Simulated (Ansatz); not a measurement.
CdCl₂ (R-3m), PBEsol+D3BJ, rigid bands (Ansatz, a program for electronic structure): N_v = 9.63e20 cm⁻³ at 300 K and a hole conductivity mass of 0.879 mₑ along z (a = (1.89, 1.09, 5.66) Å; b = (-1.89, 1.09, 5.66) Å; c = (0.00, -2.19, 5.66) Å).

**Question.** For 1e16 holes per cm³ at 300 K, place the Fermi level, estimate the Seebeck coefficient of a parabolic band with constant τ, and give mobility and conductivity for τ = 50 fs.

**Answer.** The level lies k_BT ln(N_v/p) = 0.297 eV above the valence-band maximum. S ≈ +(k_B/e)[ln(N_v/p) + 5/2] = 1204 μV/K, against 1179 μV/K from the full bands (mean over directions). μ = eτ/m = 100 cm²/(V·s) and σ = peμ = 0.160 S/cm. τ is assumed, not computed.

Band transport and this doping are assumed; polarons and phonon drag are left out. Spin-orbit coupling is left out; where it splits the top of the valence band, N_v and the p-type Seebeck coefficient come out somewhat high without it. Geometry: cell and atoms relaxed with PBEsol+D3(BJ).

Formula and space group known from diffraction (Crystallography Open Database), not checked to be the room-temperature form: CdCl2 (R-3m).
